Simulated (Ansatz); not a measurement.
W (space group Pm-3n, No. 223)

Space group Pm-3n (No. 223); a = b = c = 5.0330 Å, α = β = γ = 90.00°

```
atom  site  symmetry       x       y       z
----  ----  --------  ------  ------  ------
W       2a      m-3.  0.0000  0.0000  0.0000
W       6c     -4m.2  0.0000  0.5000  0.2500
```

Computed with PBEsol (Ansatz, a quantum-chemistry and plane-wave program, PAW, scalar-relativistic without spin-orbit coupling). k-mesh 9×9×9 (Γ-centred); smearing 0.05 eV (Fermi–Dirac).

```json
{
  "volume_per_atom": "15.94 Å³",
  "density": "19.16 g/cm³",
  "band_gap": "zero",
  "total_energy": "-10256.469 eV/atom (σ→0; compares only within this code and set-up)"
}
```

Whether these cells are dynamically stable was not tested. The final runs are not spin-polarised. This is not the structure that W has at room temperature and ambient pressure.
